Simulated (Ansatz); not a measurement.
**PBE-D3(BJ) against r2SCAN+rVV10: hypothetical P6_3/mmc HgI2, pressure 100 GPa**

The parent structure is HgI2 in the 2H-MoS2 type structure (space group P6_3/mmc, No. 194; a = 4.166 Å, c = 14.183 Å; a hypothetical phase, not in the database extracts checked).

(Cell as relaxed with PBE-D3(BJ).)

Levels (all Ansatz, a program for electronic structure, PAW, earlier PAW set): PBE-D3(BJ) (420 eV, without spin-orbit coupling); r2SCAN+rVV10 (500 eV, no spin-orbit coupling).

Each level relaxes its own structure.

```json
[
 {"base": "volume per atom", "PBE-D3(BJ)": "35.53 Å³", "r2SCAN+rVV10": "35.86 Å³"},
 {"base": "lattice parameter a", "PBE-D3(BJ)": "4.166 Å", "r2SCAN+rVV10": "4.155 Å"},
 {"base": "band gap", "PBE-D3(BJ)": "0.34 eV", "r2SCAN+rVV10": "0.66 eV"}
]
```

One thing is altered: cell and atoms relaxed at a pressure of 100 GPa.

| quantity | PBE-D3(BJ) | r2SCAN+rVV10 |
|---|---|---|
| c/a ratio | 4.799 | (withheld) |
| shortest interatomic distance | 2.814 Å | (withheld) |

Q: Predict the r2SCAN+rVV10 column.

A: 
- c/a ratio, r2SCAN+rVV10: 4.768
- shortest interatomic distance, r2SCAN+rVV10: 2.818 Å

PBE-D3(BJ)'s c/a ratio lies 0.031 above r2SCAN+rVV10's; PBE-D3(BJ)'s shortest interatomic distance lies 0.004 Å below r2SCAN+rVV10's (0.2 %). Neither level is exact; r2SCAN+rVV10 is the comparison here, not a measurement.

The mesh was chosen for an insulator and is coarse for the gapless case. From pressure 100 GPa on, the axis ratios lie over 15 % from the base's, so the cell there is far from its starting form. Spin-orbit coupling, missing from the scalar runs, can matter with Hg and I. Load acts through the strain it causes; cell and atoms are relaxed under it. No phonon test of stability was made. No other phases were tried under pressure. The final runs are not spin-polarised.
